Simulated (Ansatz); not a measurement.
## Input and output of a self-consistent single point for TaCu3Se3S (R3m, 8 atoms in the cell) (Ansatz)

Method of the run: PBEsol, default PAW files made with PBE (plane waves; Ansatz, an electronic-structure program).

The input file:

Ansatz 0.2 input:
```yaml
crystal:
  lattice:
    - [3.97379300, 2.29427000, 3.29581300]
    - [-3.97379300, 2.29427000, 3.29581300]
    - [0.00000000, -4.58854100, 3.29581300]
  atoms:
    - { symbol: Ta, position_ang: [0.00000000, -0.00000100, 9.93279268] }
    - { symbol: Cu, position_ang: [1.95254306, 1.12730103, 1.68165563] }
    - { symbol: Cu, position_ang: [-1.95254306, 1.12730103, 1.68165563] }
    - { symbol: Cu, position_ang: [-0.00000000, -2.25460257, 1.68165563] }
    - { symbol: Se, position_ang: [0.00000000, 2.26919337, 5.78909553] }
    - { symbol: Se, position_ang: [-1.96517972, -1.13459756, 5.78909553] }
    - { symbol: Se, position_ang: [1.96517972, -1.13459756, 5.78909553] }
    - { symbol: S, position_ang: [-0.00000000, -0.00000023, 2.31089224] }
basis:
  ecutwfc: 420.0
kpoints:
  mp_grid:
    grid: [3, 3, 3]
hamiltonian:
  xc: pbesol
  pseudopotentials:
    kind: paw
scf:
  occupations:
    method: fixed
output:
  forces: true
  eigenvalues: true
  stress: true
```

Output, abridged:

```
WARN ansatz: RAYON_NUM_THREADS=1 ignored (pool sized by the plan → 1); use --threads N
Pseudopotentials: kind: paw
Pseudopotential: Ta, paw, valence charge 13
Pseudopotential: Cu, paw, valence charge 19
Pseudopotential: Se, paw, valence charge 16
Pseudopotential: S, paw, valence charge 6
Crystal: 8 atoms, lattice volume = 180.287 Å³
Basis set: ecut = 420 eV, 3533 PW (Γ), exchange–correlation on 80×80×80 points (8 copies of the dense FFT grid, shifted against one another)
Bands: 75, of which v1, the nominal top of the filled ones, is band 62 counted from 1 (61 counted from 0)
Symmetry: 6 space group operations
Space group: R3m (ITA 160), of the structure as read, at distance tolerance 5.6e-5 Å
k-points: 6 of 27 (time reversal used)
PAW frozen core: Ta, regenerated for the run's functional, and the local potential with it
PAW frozen core: Cu, regenerated for the run's functional, and the local potential with it
PAW frozen core: Se, regenerated for the run's functional, and the local potential with it
PAW frozen core: S, regenerated for the run's functional, and the local potential with it
Initial density: superposition of atomic densities (neutral atoms: chi_scale 0, normalization atom), corrected by the library's trained network
Initial wavefunctions: pseudopotential atomic-orbital guess
Eigensolver: davidson
Functional: x = pbesol(κ = 0.804, μ = 0.12345679012345678), c = pbesol(β = 0.046)
SCF iter   1: F=—  HF=-46734.395430 eV  |F-HF|=—  |Δ(HF+E_count)|=         —  Δρ=1.07e-2  dr2=1.76e-1  ethr=1.77e-3  ⟨swp⟩=5.0  Hψ=1436  notcnv=0  defer=61
all-band conjugate gradients solve this SCF's bands
preconditioner: auto → Resta (q_TF=auto, 2.563 Å⁻¹)
SCF iter   2: F=—  HF=-46734.399576 eV  |F-HF|=—  |Δ(HF+E_count)|=   4.15e-3  Δρ=1.10e-2  dr2=1.50e-1  ethr=1.42e-4  ⟨swp⟩=2.0  Hψ=897  notcnv=0  defer=60
SCF iter   3: F=—  HF=-46734.368052 eV  |F-HF|=—  |Δ(HF+E_count)|=   3.15e-2  Δρ=2.13e-3  dr2=5.28e-3  ethr=1.21e-4  ⟨swp⟩=2.0  Hψ=576  notcnv=0  defer=62
SCF iter   4: F=—  HF=-46734.367464 eV  |F-HF|=—  |Δ(HF+E_count)|=   5.88e-4  Δρ=5.28e-4  dr2=5.84e-4  ethr=4.26e-6  ⟨swp⟩=2.0  Hψ=580  notcnv=0  defer=65
SCF iter   5: F=—  HF=-46734.367573 eV  |F-HF|=—  |Δ(HF+E_count)|=   1.09e-4  Δρ=1.66e-4  dr2=5.96e-5  ethr=4.71e-7  ⟨swp⟩=2.0  Hψ=612  notcnv=0  defer=65
SCF iter   6: F=—  HF=-46734.367624 eV  |F-HF|=—  |Δ(HF+E_count)|=   5.07e-5  Δρ=4.88e-5  dr2=7.07e-6  ethr=4.81e-8  ⟨swp⟩=2.0  Hψ=599  notcnv=0  defer=37
SCF iter   7: F=—  HF=-46734.367629 eV  |F-HF|=—  |Δ(HF+E_count)|=   5.35e-6  Δρ=3.12e-5  dr2=1.91e-6  ethr=5.70e-9  ⟨swp⟩=2.0  Hψ=707  notcnv=0  defer=37
SCF iter   8: F=—  HF=-46734.367630 eV  |F-HF|=—  |Δ(HF+E_count)|=   7.81e-7  Δρ=2.21e-5  dr2=7.28e-7  ethr=1.54e-9  ⟨swp⟩=2.0  Hψ=702  notcnv=0  defer=37
SCF iter   9: F=-46734.367630 eV  HF=-46734.367630 eV  |F-HF|=1.35e-8  |Δ(HF+E_count)|=   4.41e-8  Δρ=3.41e-6  dr2=1.90e-8  ethr=8.06e-11  ⟨swp⟩=9.7  Hψ=2387  notcnv=0
SCF 1 converged in 9 iterations: F = -46734.367630 eV  dr2 = 1.90e-8
SCF converged after 9 iterations
Free energy (F): -46734.367630 eV
Harris-Foulkes:  -46734.367630 eV  (|F-HF|=1.35e-8)
Internal energy: -46734.367630 eV  (E = F + TS)
E sigma→0 (E₀):  -46734.367630 eV
Fermi energy:    7.634370 eV
--- Per-component energies (eV) ---
  E_band       = -2938.599890
  E_kinetic    = 1726.241646
  E_local      = -27477.789319  (includes V_loc(G=0)·N_el)
  E_nonlocal   = -538.202022
  E_hartree    = 12560.271024
  E_xc         = -885.767076
  E_vxc        = -925.761069  (∫ρ·V_xc dr)
  E_paw        = -19354.954962  (= ΣΔE_a)
  E_vpaw       = -843.621141  (= ΣTr[D̂ρ^β])
  E_aug_tail   = -0.000868  (compensation charges beyond the density's cutoff)
  E_ewald      = -12768.085607
  E_core_change = 3.919554  (= ΣΔE_core)
  E_smearing   = -0.000000  (= −TS)
  E_closure    = -0.000000  (closes the sum)
  Σ components = -46734.367630   (vs F -46734.367630, Δ=0.00e0)
--- Forces (eV/Å), atoms counted from 1 ---
  atom   1  Ta     0.00000000     0.00000006    -1.24988888
  atom   2  Cu     0.07363155     0.04251119    -0.00166963
  atom   3  Cu    -0.07363155     0.04251119    -0.00166963
  atom   4  Cu    -0.00000000    -0.08502239    -0.00166964
  atom   5  Se     0.00000000     0.37481880     0.24660798
  atom   6  Se    -0.32460261    -0.18740942     0.24660795
  atom   7  Se     0.32460261    -0.18740942     0.24660795
  atom   8  S     -0.00000000    -0.00000003     0.51509110
  max |Σ_I F_I| component: 1.72e-5 eV/Å
--- Stress (GPa, compression-positive) ---
       -3.163828      -0.000000       0.000000
       -0.000000      -3.163828      -0.000000
        0.000000      -0.000000      -1.200466
  P = ⅓ Tr σ = -2.5094 GPa (-25.094 kbar)
  The stress holds the Pulay correction. Without it, at fixed plane waves, as pw.x and ABINIT print it: P = -2.5460 GPa
--- Band table (eV; the first three rows and the last of 6) ---
  k-point 0: bands = ["-103.6606", "-103.6605", "-103.6605", "-61.2715", "-61.2714", "-61.2714", "-61.1660", "-61.1660", "-61.1660", "-61.1649", "-61.1649", "-61.1649", "-60.0018", "-39.4651", "-39.4651", "-39.4650", "-39.4639", "-39.4639", [...]
  k-point 1: bands = ["-103.6606", "-103.6605", "-103.6605", "-61.2716", "-61.2715", "-61.2714", "-61.1660", "-61.1660", "-61.1660", "-61.1649", "-61.1649", "-61.1649", "-60.0016", "-39.4651", "-39.4651", "-39.4650", "-39.4639", "-39.4638", [...]
  k-point 2: bands = ["-103.6605", "-103.6605", "-103.6605", "-61.2718", "-61.2714", "-61.2714", "-61.1660", "-61.1660", "-61.1660", "-61.1649", "-61.1649", "-61.1649", "-60.0015", "-39.4651", "-39.4651", "-39.4651", "-39.4638", "-39.4638", [...]
  k-point 5: bands = ["-103.6605", "-103.6605", "-103.6605", "-61.2720", "-61.2714", "-61.2714", "-61.1660", "-61.1660", "-61.1660", "-61.1650", "-61.1649", "-61.1649", "-60.0013", "-39.4651", "-39.4651", "-39.4650", "-39.4638", "-39.4638", [...]
```

The run converged in 9 iterations.

The starting cell comes from a database of computed structures (which also holds hypothetical and non-ambient phases and stackings), without a prior relaxation at this level. Its lattice was rescaled by up to half a per cent. One atom was moved a little off its site on purpose. Spin-orbit coupling is off. Forces in this geometry exceed 1 eV/Å. Ansatz's pressure includes its estimate of the finite-basis (Pulay) stress.
